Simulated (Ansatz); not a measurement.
Consider AlN in the rock salt structure (space group Fm-3m, No. 225; a = 4.045 Å; a model cell, its experimental status unchecked). Axes: x, y, z lie along the cube axes.

Levels (all Ansatz, an electronic-structure program, PAW): PBEsol (420 eV, no spin-orbit coupling); r2SCAN (500 eV, without spin-orbit coupling).

Its gap is 4.55 eV with PBEsol and 5.47 eV with r2SCAN.

The change: uniaxial stress, 5 GPa tension along x, with the cell and atoms free to relax against it.

With PBEsol the gap becomes 4.34 eV.

**Question.** If the r2SCAN correction stayed the same, what would the r2SCAN gap be, and what does the r2SCAN run give?

**Answer.** A rigid correction of +0.92 eV gives 5.26 eV. The r2SCAN run gives 5.25 eV, so the two effects roughly add.

Single points use the geometry relaxed with PBEsol. Load acts through the strain it causes; cell and atoms are relaxed under it. Beyond what the load breaks, stability against distortions was not tested. The base started in Pnma and relaxed to Fm-3m at this level. This is not the structure that AlN has at room temperature and ambient pressure.
